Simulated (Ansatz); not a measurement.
**Effect of pressure 15 GPa on HfN**

The parent structure is HfN in the rock salt structure (space group Fm-3m, No. 225; a = 4.502 Å).

Perturbation: cell and atoms relaxed at a pressure of 15 GPa.

The values are results of PBEsol in Ansatz (plane waves to 420 eV, PAW, no spin-orbit coupling), not measurements. Γ-centred 18×18×18 mesh, Fermi–Dirac width 0.05 eV.

```json
[
 {"quantity": "volume per atom", "base": "11.40 Å³", "changed": "10.87 Å³", "shift": "-0.53 Å³"},
 {"quantity": "density", "base": "14.02 g/cm³", "changed": "14.70 g/cm³", "shift": "+0.68 g/cm³"},
 {"quantity": "lattice parameter a", "base": "4.502 Å", "changed": "4.431 Å", "shift": "-0.071 Å"},
 {"quantity": "shortest interatomic distance", "base": "2.251 Å", "changed": "2.215 Å", "shift": "-0.036 Å"},
 {"quantity": "enthalpy H = E + PV relative to the base's energy", "base": "–", "changed": "+1.04 eV/atom", "shift": "–"},
 {"quantity": "band gap", "base": "zero", "changed": "zero", "shift": "–"}
]
```

Load acts through the strain it causes; cell and atoms are relaxed under it. Stability against distortions was not tested. No other phases were tried under pressure. All final runs are without spin polarisation. An odd electron count without spin: HfN.

Ansatz is a first-principles code.
